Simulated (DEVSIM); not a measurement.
System: Schottky contact on n-type InP, at 400 K.

Layer 1 from the left is InP, thickness (μm) 1.60, Nd (cm⁻³) 6e15, τn (s) 1.7e-8, τp (s) 1.7e-8.

Left contact: Schottky, work function 4.96 eV, emission velocity 5.9e6 cm/s. Right contact: ohmic. Voltage is applied to the left contact. Recombination: SRH at mid-gap. Mobility is μmin + (μ − μmin)/(1 + (N/Nref)^α).

Constants are typed, rounded textbook-type inputs, not results; the design itself was drawn at random and stands for no fabricated device. Values at 300 K; Nc and Nv go as T^1.5, mobilities as T to minus their exponent, the gap by Varshni's rule with the affinity fixed.

InP: gap (eV) 1.344, affinity (eV) 4.38, permittivity 12.5, Nc (cm⁻³) 5.7e17, Nv (cm⁻³) 1.1e19, μn (cm²/Vs) 5200, μp (cm²/Vs) 170, μn,min 400, μp,min 10, Nref,n 3e17, Nref,p 4.9e17, αn 0.47, αp 0.62, T exponent of μn 2, T exponent of μp 2, Varshni α (eV/K) 0.000363, Varshni β (K) 162.

Model (solved in DEVSIM): 1D drift-diffusion, Boltzmann statistics, complete ionisation; no tunnelling, impact ionisation, image-force lowering or self-heating. Metal contacts follow the ideal Schottky-Mott rule: no Fermi-level pinning, no interface dipoles.

Dark forward current:

```csv
|V| (V),|J| (A/cm²)
0.05,0.1209
0.10,0.6301
0.15,2.760
0.20,11.49
0.25,44.98
0.30,152.3
0.35,399.3
0.40,798.7
0.45,1312
0.50,1899
0.55,2534
```

Task: Work out the local ideality factor n = ΔV / (kT/q · ln(J2/J1)) between the rows 0.15 and 0.20 V, 0.50 and 0.55 V.

Result: kT/q = 34.47 mV. From 0.15 to 0.20 V: ln(11.49/2.760) = 1.426, n = 1.02, near the 1 of diffusion or emission over a barrier. From 0.50 to 0.55 V: ln(2534/1899) = 0.288, n = 5.03; the layers' resistance at their doping, Σ W/(qμN) = 6.5e-5 Ω cm², would take 41 mV of this step of 50 mV.

Task: Estimate the current at 0.15 V for emission alone, J0 = q v N_band exp(−φB/kT), and read the barrier back from the simulated current.

Result: φB = 0.580 eV, N_band = 8.78e17 cm⁻³, J0 = 0.0409 A/cm²; J = J0 (exp(qV/kT) − 1) = 3.13 A/cm². The simulation gives 2.76 A/cm²; the estimate lies 13 % above. Read backwards, the simulated current gives an apparent barrier of 0.584 eV. The estimate leaves out transport through the depletion region and minority injection.
